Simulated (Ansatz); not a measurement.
The starting structures come from a database of crystals and need not be the phases stable at ambient conditions.

By PBEsol, the system below comes out a metal.

Here is the system:

```
CELL_PARAMETERS angstrom
      3.88439     0.00000     0.00000
     -1.94220     3.36398     0.00000
      0.00000     0.00000     4.91773
ATOMIC_POSITIONS crystal
  Ca 0.00000 0.00000 0.00000
  Si 0.66667 0.33333 0.58437
  Si 0.33333 0.66667 0.41563
```

Space group of this cell: P-3m1. The cell is taken as given; by PBEsol its mean pressure is -1.5 GPa.

The current flows along the normal of the first two printed cell vectors, the (001) plane of the conventional cell. No spin-orbit coupling; the value is a mean over 0.1 eV about the Fermi level.

**Question.** Predict the ballistic conductance per area from PBEsol run with Ansatz (an electronic-structure program).

**Answer.** 0.18 × 10¹⁵ S/m² for both spins.
